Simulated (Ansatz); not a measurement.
The reference is SnO2 in the rutile structure (space group P4_2/mnm, No. 136; a = 4.769 Å, c = 3.212 Å). Axes: x, y, z lie along a, b, c of the conventional cell.

Computed with Ansatz (a program for electronic structure) PBEsol, scalar-relativistic without spin-orbit coupling.

Before the change:

```
Item                                  Result
---------------------  ---------------------
Valence-band top at Γ  0.00, -0.77, -0.77 eV
```

It is then changed as follows: the cell is compressed by 3.00 % along x with no lateral relaxation; the atoms relax in the strained cell.

Question: Estimate the effect on the valence-band top at Γ, energy relative to the base and stress.

Answer: The valence-band top at Γ (three highest levels, from the VBM) becomes 0.00, -0.67, -0.80 eV (base: 0.00, -0.77, -0.77 eV); the energy grows by 8.1 meV/atom; the stress (xx, yy, zz, yz, xz, xy; compression positive) is (7.15, 5.46, 4.53, 0.00, 0.00, 0.00) GPa.

The levels and masses belong to the bands next to the band gap. Stability against distortions was not tested.
